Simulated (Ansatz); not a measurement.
**bcc Ta (0 0 1) on rock-salt PbTe (0 0 1) (film strained to the substrate, started from cuts of the bulks and a machine-learned relaxation; slabs Pb4Te4 and Ta12, which can lie off the formulas)**

A periodic stack without vacuum, bcc Ta (0 0 1) on rock-salt PbTe (0 0 1) (film strained to the substrate, started from cuts of the bulks and a machine-learned relaxation; slabs Pb4Te4 and Ta12, which can lie off the formulas): substrate slab Pb4Te4, film Ta12, surface cells [[1, 0], [1, 1]] and [[-1, 1], [-1, -1]], film strained by -1.0 and -1.0 %, outermost planes PbTe/PbTe and Ta/Ta as cut, which need not be the usual terminations and can put a slab off its formula.

The start was prepared with a machine-learned potential, and the result is one local minimum, with the in-plane cell held and forces under 0.04 eV/Å; the film can end far from its bulk form.

Level of theory: PBE (plane waves to 420 eV, PAW; Ansatz, a first-principles code). Scalar-relativistic, without spin–orbit coupling; the runs are not spin-polarised. Its k-point mesh 7×7×1, Fermi–Dirac width 0.05 eV.

```
Quantity                                                                                    Value
--------------------------------------------------------------------------------  ---------------
interface area                                                                            21.6 Å²
period                                                                                    22.57 Å
heights between the nearest atoms of the two slabs at the two interfaces          1.83 and 1.82 Å
Pb–Ta contacts across the interfaces within 1.22 times the sum of covalent radii  10, mean 3.37 Å
Ta–Te contacts across the interfaces within 1.22 times the sum of covalent radii  10, mean 3.05 Å
```

```
CELL_PARAMETERS angstrom
      4.64494    -0.00035    -0.13672
      0.00009     4.64657    -0.00274
     -1.45336     0.37045    22.61754
ATOMIC_POSITIONS crystal
  Pb 0.98791 0.94535 0.19799
  Pb 0.93041 0.55881 0.04886
  Pb 0.67090 0.10272 0.48454
  Pb 0.55137 0.43541 0.33082
  Te 0.48969 0.44431 0.19583
  Te 0.42070 0.05585 0.02863
  Te 0.18180 0.59681 0.50442
  Te 0.05052 0.93460 0.33277
  Ta 0.74862 0.09108 0.65452
  Ta 0.24944 0.58990 0.65591
  Ta 0.71719 0.59857 0.58531
  Ta 0.21485 0.09409 0.58542
  Ta 0.81864 0.07895 0.80603
  Ta 0.31842 0.57848 0.80578
  Ta 0.78220 0.58517 0.72709
  Ta 0.28216 0.08453 0.72733
  Ta 0.88393 0.07037 0.94781
  Ta 0.38495 0.56555 0.94762
  Ta 0.85186 0.57344 0.87860
  Ta 0.35150 0.07247 0.87717
```
